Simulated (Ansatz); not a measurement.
Defect calculation: O interstitial started as a split pair with O in beta Ga2O3

Calculation: PBE, PAW (plane waves to 420 eV; Ansatz, a first-principles code). A supercell of 120 sites (1×3×2 repeats of a cell of 20 atoms) was used; the energies come from a 2×2×2 shifted sampling of its zone. Site at the start: split with O(2). Energies of charged states are corrected for periodic images (point charge plus alignment at distant sites). Dielectric constants: PBE linear response of the host. Host gap at this level: 2.01 eV. A cell of this size leaves errors of a few tenths of an eV. Levels are measured in PBE's own, too narrow, gap. Spin–orbit coupling is left out. Each state is the lowest found from its start.

Formation energies E_f are given with the Fermi level at the valence-band maximum. Chemical conditions: Ga-rich (Δμ(O) = -3.04 eV; only phases computed here count, gases as isolated molecules at 0 K); O-rich (Δμ(O) = 0.00 eV; only phases computed here count, gases as isolated molecules at 0 K). Reference phases: O: O2 molecule in a box.

The name describes the start; the neighbours show where the atoms ended.

Charges with a result: +1, 0, −1, −2. Others weren't obtained, and one of them could lie lower, also by skipping a charge.

```tsv
charge	moment (μB)	point group	largest move off a lattice site (Å)	neighbours of the last O atom of the defect at the end (Å)	image correction with alignment (eV)	E_f, Ga-rich (eV)	E_f, O-rich (eV)	above the lowest spin state (eV)
+1	1.0	Cs	0.41	O 1.38, Ga 2.01, O 2.44, O 2.44, O 2.65	0.21	4.92	1.88	0.00
0	not spin-polarised	Cs	0.26	O 1.46, Ga 1.88, O 2.54, O 2.55	0.00	5.26	2.22	0.00
0	0.0	Cs	0.26	O 1.46, Ga 1.88, O 2.54, O 2.55	0.00	5.26	2.22	0.00
−1*	quenched	Cs	0.26	O 1.46, Ga 1.88, O 2.54, O 2.55	–	–	–	0.00
−2*	not spin-polarised	Cs	0.26	O 1.46, Ga 1.88, O 2.54, O 2.55	–	–	–	0.00
```

* At this level the carrier isn't localised at the defect: at charge −1 electrons occupy the conduction band; at charge −2 electrons occupy the conduction band. Such a state is shallow or no state of the defect, and this cell gives it no level.

Point groups are those of the whole cell at tolerances of 0.03 and 0.1 Å ("near" where only the looser one holds); none is given for unsettled states.

Starting moments that weren't kept: charge 0 began with 2 μB and ended with 0.0; charge −1 began with 1 μB and ended with 0.0.

No other site or start that was run ended lower by more than 0.1 eV.

Transition levels above the valence-band maximum: ε(+1/0) = 0.33 eV. On the lower envelope of the bound states, inside the gap: (+1/0) at 0.33 eV.

Flagged in the runs: a doubtful potential alignment, a host whose relaxation on this sampling wasn't shown to rest, a strain field that reaches the edge of the cell.
